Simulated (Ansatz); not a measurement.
**Defect calculation: B interstitial in beta Si3N4**

Computed with PBE, PAW (plane waves to 420 eV; Ansatz, a first-principles code). A 1×1×3 supercell of 84 sites was used; the energies come from a 2×2×2 shifted sampling of its zone. Site at the start: void with 6N6Si nearest. Charged cells carry a point-charge image correction with potential alignment at far atoms. Dielectric constants: PBE linear response of the host. Host gap at this level: 4.25 eV. These values are not converged in cell size to better than tenths of an eV. PBE underestimates the host's gap, which shifts levels and can delocalise carriers. Spin–orbit coupling is left out. Each state is the lowest found from its start.

Formation energies E_f are given with the Fermi level at the valence-band maximum. Chemical conditions: N-rich (Δμ(B) = -2.50 eV, bounded by bulk hexagonal BN (AA'); only phases computed here count, gases as isolated molecules at 0 K); Si-rich (Δμ(B) = -0.65 eV, bounded by bulk hexagonal BN (AA'); only phases computed here count, gases as isolated molecules at 0 K). Reference phases: B: alpha boron.

The name describes the start; the neighbours show where the atoms ended.

Charges from +3 to 0 were run; one beyond them could lie lower near a band edge.

```tsv
charge	moment (μB)	largest move off a lattice site (Å)	neighbours of the last B atom of the defect at the end (Å)	image correction with alignment (eV)	E_f, N-rich (eV)	E_f, Si-rich (eV)
+3†	not spin-polarised	0.64	N 1.50, N 1.60, N 1.61, Si 2.10, Si 2.39, N 2.45	2.35	–	–
+2	1.0	0.55	N 1.59, N 1.73, N 1.77, Si 2.24, Si 2.38, Si 2.72, N 2.76	1.12	6.28	4.42
+1	not spin-polarised	0.21	N 1.53	0.32	6.71	4.85
0	1.0	0.23	N 1.62, Si 2.09, N 2.23, Si 2.41	-0.01	8.93	7.07
```

† Not settled in this cell, so no level is given: charge +3: level within 0.1 eV of a band edge or past it.

Transition levels above the valence-band maximum: ε(+2/+1) = 0.43 eV; ε(+1/0) = 2.22 eV. On the lower envelope of the bound states, inside the gap: (+2/+1) at 0.43 eV; (+1/0) at 2.22 eV.

Flagged in the runs: a host whose relaxation on this sampling wasn't shown to rest.
